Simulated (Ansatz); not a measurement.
System: BAs (model structure, from the rocksalt type, Fm-3m, No. 225). Method: HSE06 (Ansatz, a first-principles code, PAW).

The input as run:

Ansatz 0.2 input:
```yaml
crystal:
  lattice:
    - [0.0, 2.2840277701, 2.2840277701]
    - [2.2840277701, 0.0, 2.2840277701]
    - [2.2840277701, 2.2840277701, 0.0]
  atoms:
    - { symbol: As, position: [0.0, 0.0, 0.0] }
    - { symbol: B, position: [0.5, 0.5, 0.5] }
basis:
  ecutwfc: 460
  ecutrho_ratio: 4
  xc_grid: 2
kpoints:
  mp_grid: { grid: [10, 10, 10] }
hamiltonian:
  xc: hse06
  dispersion: none
  pseudopotentials: { kind: paw }
scf:
  occupations: { method: fermi_dirac, width: 0.05 }
  convergence: { dr2_threshold: 0.0000000002 }
output:
  forces: true
  stress: true
  eigenvalues: true
```

From the output:

```
WARN output.stress: scf.exx.energy_threshold = 1e-6 eV is looser than the 2e-8 eV advised for a stress under a hybrid functional (1e-8 eV for each atom of the …
Crystal: 2 atoms, lattice volume = 23.831 Å³
Basis set: ecut = 460 eV, 531 PW (Γ), exchange–correlation on 48×48×48 points (8 copies of the dense FFT grid, shifted against one another)
Bands: 13, of which v1, the nominal top of the filled ones, is band 9 counted from 1 (8 counted from 0)
Symmetry: 48 space group operations
Space group: Fm-3m (ITA 225), of the structure as read, at distance tolerance 2.9e-5 Å
k-points: 47 of 1000
SCF iter   1: F=—  HF=-5010.293562 eV  |F-HF|=—  |Δ(HF+E_count)|=         —  Δρ=1.76e-3  dr2=3.55e-4
SCF iter   2: F=—  HF=-5010.293731 eV  |F-HF|=—  |Δ(HF+E_count)|=   1.69e-4  Δρ=1.01e-3  dr2=9.52e-5
  ...
SCF 1 converged in 6 iterations: F = -5010.293824 eV  dr2 = 1.87e-10
Crystal: 2 atoms, lattice volume = 23.831 Å³
Initial density: handed on by an earlier stage of this run
Crystal: 2 atoms, lattice volume = 23.831 Å³
SCF iter   5: F=—  HF=-5011.339541 eV  |F-HF|=—  |Δ(HF+E_count)|=   1.29e-8  Δρ=9.74e-7  dr2=2.97e-10
SCF iter   6: F=-5011.339541 eV  HF=-5011.339541 eV  |F-HF|=3.64e-12  |Δ(HF+E_count)|=  6.91e-11  Δρ=1.29e-7  dr2=4.06e-11
SCF 3 converged in 6 iterations: F = -5011.339541 eV  dr2 = 4.06e-11
Free energy (F): -5011.339541 eV
Internal energy: -5011.335331 eV  (E = F + TS)
E sigma→0 (E₀):  -5011.337436 eV
Fermi energy:    13.285962 eV
--- Stress (GPa, compression-positive) ---
        0.003752       0.000000      -0.000000
       -0.000000       0.003752       0.000000
       -0.000000       0.000000       0.003752
  P = ⅓ Tr σ = 0.0038 GPa (0.038 kbar)
```

The PAW data were made under PBE.

Note: PBE has no gap here, and a hybrid on a coarse mesh can open a false one. Note: the cell keeps the symmetry of its start, so it can be a saddle point.

Computing time: about 2.9 core-minutes (a rough figure).

A model structure was made by putting elements into a prototype or built by hand; it is no filed structure, need not be a known phase, and can be a saddle point held by its symmetry.
